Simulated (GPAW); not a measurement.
A user runs GPAW on LiZn2 (Fd-3m, 12 atoms in the cell) and asks whether the run is sound. The aim is a self-consistent single point with DFT PBEsol, plane waves, GPAW PAW datasets PBEsol (made by gpaw-setup).

Cell that was meant: a = 6.8722 Å, b = 6.8722 Å, c = 6.8722 Å, α = 60.00°, β = 60.00°, γ = 60.00°.

Part of the input:

```python
                                [0.848090, 0.848090, 0.455730]],
              pbc=True)

calc = GPAW(mode=PW(150),
            xc='PBEsol',
            kpts=(3, 3, 3),
            occupations={'name': 'methfessel-paxton', 'width': 0.1, 'order': 0},
```

Output (repeated stretches shortened):

```
Input parameters:
  kpts: [3 3 3]
  maxiter: 150
  mode: {ecut: 150.0,
         name: pw}
  nbands: -20
   [... lines left out ...]
  11 Zn     6.335710    6.335710    8.242322    ( 0.0000,  0.0000,  0.0000)

Unit cell:
           periodic     x           y           z      points  spacing
  1. axis:    yes    0.000000    4.859344    4.859344    20     0.2806
  2. axis:    yes    4.859344    0.000000    4.859344    20     0.2806
  3. axis:    yes    4.859344    4.859344    0.000000    20     0.2806

  Lengths:   6.872150   6.872150   6.872150
  Angles:   60.000000  60.000000  60.000000

Effective grid spacing dv^(1/3) = 0.3061
     iter     time        total  log10-change:
                         energy   eigst   dens
iter:   1 --:--:--    15.138411
iter:   2 --:--:--    16.637179   -2.21  -1.41
iter:   3 --:--:--    19.744695   -1.71  -1.49
iter:   4 --:--:--    19.760562   -2.93  -1.92
iter:   5 --:--:--    19.701049   -3.10  -1.97
iter:   6 --:--:--    19.662713   -4.22  -2.41
iter:   7 --:--:--    19.712673c  -3.95  -2.43
iter:   8 --:--:--    19.723066   -4.02  -2.77
iter:   9 --:--:--    19.723333c  -5.65  -3.11
iter:  10 --:--:--    19.723400c  -5.50  -3.07
iter:  11 --:--:--    19.723407c  -6.40  -3.50
iter:  12 --:--:--    19.723384c  -6.20  -3.70
iter:  13 --:--:--    19.723403c  -6.99  -3.91
iter:  14 --:--:--    19.723396c  -7.66c -3.97
iter:  15 --:--:--    19.723397c  -7.50c -4.02c
Converged after 15 iterations.

Dipole moment: (7.072926, 7.072926, 7.072926) |e|*Ang

Energy contributions relative to reference atoms: (reference = -391386.108372)

Kinetic:       -293.015087
Potential:     +313.256896
External:        +0.000000
XC:              -1.738727
Entropy (-ST):   -0.036721
Local:           +1.238676
SIC:             +0.000000
--------------------------
Free energy:    +19.705036
Extrapolated:   +19.723397

Showing only first 2 kpts
 Kpt  Band  Eigenvalues  Occupancy
  0    48      0.97537    2.00000
  0    49      1.82738    2.00000
  0    50      2.01894    2.00000
  0    51      2.01894    2.00000

  1    48      2.25032    2.00000
  1    49      2.75028    0.78207
  1    50      3.27461    0.00000
  1    51      3.81994    0.00000

   [... lines left out ...]
Fermi level: 2.73072
No gap
   [... lines left out ...]
  7 Zn    0.08355   -0.08355    0.08355
  8 Zn    0.08355   -0.08355   -0.08355
  9 Zn   -0.08355   -0.08355   -0.08355
 10 Zn   -0.08355    0.08355   -0.08355
 11 Zn    0.08355    0.08355   -0.08355

Stress tensor:
     1.244535    -0.000000    -0.000000
    -0.000000     1.244535     0.000000
    -0.000000     0.000000     1.244535
Stress (GPa, Voigt): [199.3965 199.3965 199.3965   0.      -0.      -0.    ]
```

Is anything amiss in this input, and did it matter?

The run is not sound. The fault is a basis or grid far too coarse for these potentials. Far below the cutoff that the potentials were made for, the basis cannot represent the orbitals near the nuclei, and energies, forces and above all the stress go wrong. To fix it, restore the cutoff that the potentials need and check convergence. The run converged in 15 iterations without an error; against the sound input the free energy goes up by 3.21 eV/atom, the pressure goes from -3.84 to -199.4 GPa and the largest force goes from 0.313 to 0.145 eV/Å.

The sound input it was made from differs as follows (other fixes are possible):
```diff
-calc = GPAW(mode=PW(150),
+calc = GPAW(mode=PW(850),
```

With that input, the run converged in 18 iterations: free energy E − TS (from the program's reference atoms) -18.8007 eV; Fermi level (on the code's own zero) 2.73 eV; pressure -3.84 GPa; largest force (vector length) 0.313 eV/Å (DFT PBEsol, plane waves, GPAW PAW datasets PBEsol (made by gpaw-setup)).

On the sound input: the starting cell comes from a database of computed structures (which also holds hypothetical and non-ambient phases and stackings), without a prior relaxation at this level. Its lattice was rescaled by a random factor within 2.5 % of one. With a pressure of about -4 GPa the cell is away from its equilibrium volume at this level.
